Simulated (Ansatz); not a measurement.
The reference is SnTe in the rock salt structure (space group Fm-3m, No. 225; a = 6.409 Å).

(Cell as relaxed with PBE.)

Levels (all Ansatz, a program for electronic structure, PAW): PBE (420 eV, without spin-orbit coupling); PBEsol (420 eV, spin-orbit coupling left out).

Each level relaxes its own structure.

| quantity | PBE | PBEsol |
|---|---|---|
| volume per atom | 32.91 Å³ | 31.09 Å³ |
| lattice parameter a | 6.409 Å | 6.289 Å |

PBE's volume per atom lies 1.82 Å³ above PBEsol's (5.9 %); PBE's lattice parameter a lies 0.120 Å above PBEsol's (1.9 %). Neither level is exact; PBEsol is the comparison here, not a measurement.

No phonon test of stability was made.
